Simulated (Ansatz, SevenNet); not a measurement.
For V2AlC (P6₃/mmc, No. 194, 8 atoms in the cell; start mp-1025497), the machine-learned potential SevenNet-0 (trained on PBE and PBE+U data) gives:

```
Quantity                          Result
------------------------------  --------
equilibrium lattice constant a   2.914 Å
c axis length                   13.134 Å
```

Problem. What does PBE-D3(BJ) (plane waves, PAW; Ansatz, a first-principles code) give for the same quantities?

Solution. 
- lattice constant a: 2.869 Å (falls by 1.5 %)
- lattice parameter c: 12.985 Å (decreases by 1.1 %)

Changes are worked out from the printed values.

Unless a cell is named, each level is at its own relaxed cell (SevenNet-0 12.07, PBE-D3(BJ) 11.57 Å³/atom).

The crystal itself was run without spin with PBE-D3(BJ); a magnetic state was not tried in these runs.

Caveats: the relaxation could not lower the start's symmetry, so the cell can be a saddle point above a distorted one (SevenNet-0, PBE-D3(BJ)). Ansatz's density-functional and Hartree–Fock values are scalar-relativistic unless marked +SOC, with PAW data made under PBE.

A start named mp-… is a Materials Project structure, which need not be a measured phase.
